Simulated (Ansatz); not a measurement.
Start from BN in the h-BN type structure (space group P6_3/mmc, No. 194; a = 2.501 Å, c = 6.526 Å; layered, stacked along the Cartesian z axis). Axes: x lies along a and z along c of the hexagonal cell.

Computed with Ansatz (an electronic-structure program) r2SCAN+rVV10, without spin-orbit coupling.

Strains are applied to the cell and any free atomic positions relax; under biaxial strain the out-of-plane vector relaxes too.

One change was made to it. Results:

The smallest direct gap decreases by 0.33 eV to 4.85 eV; the band gap drops by 0.23 eV to 4.51 eV.

Problem. Name the change that was made.
A) uniaxial strain ε_xx = +5.35 %
B) isotropic strain +3.98 %
C) biaxial strain −3.02 %, plane normal [001], relaxed out of plane
D) isotropic strain +5.63 %

Solution. D, isotropic strain +5.63 %. For comparison, the band gap in the other runs: biaxial strain −3.02 %, plane normal [001], relaxed out of plane gives 4.90 eV; uniaxial strain ε_xx = +5.35 % gives 4.47 eV; isotropic strain +3.98 % gives 4.58 eV.

Whether these cells are dynamically stable was not tested.
